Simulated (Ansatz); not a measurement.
OH on the 1x1 (111) surface of fcc Cu, one in a 2x2 cell, energies for each (22.8 Å²). Energies are against H2O(g) − ½ H2(g), without zero-point or thermal terms; each row is named by its start.

Calculation: PBE (plane waves to 420 eV, PAW; Ansatz, a quantum-chemistry and plane-wave program).

Question: Which site binds most strongly?
(A) hollow Cu-Cu-Cu over Cu at depth 2.1 Å
(B) hollow Cu-Cu-Cu over Cu at depth 4.1 Å
(C) bridge Cu-Cu (span 2.6 Å)

Answer: B, hollow Cu-Cu-Cu over Cu at depth 4.1 Å. Adsorption energies: hollow Cu-Cu-Cu over Cu at depth 4.1 Å 0.29 eV; hollow Cu-Cu-Cu over Cu at depth 2.1 Å 0.33 eV; bridge Cu-Cu (span 2.6 Å) 0.37 eV.
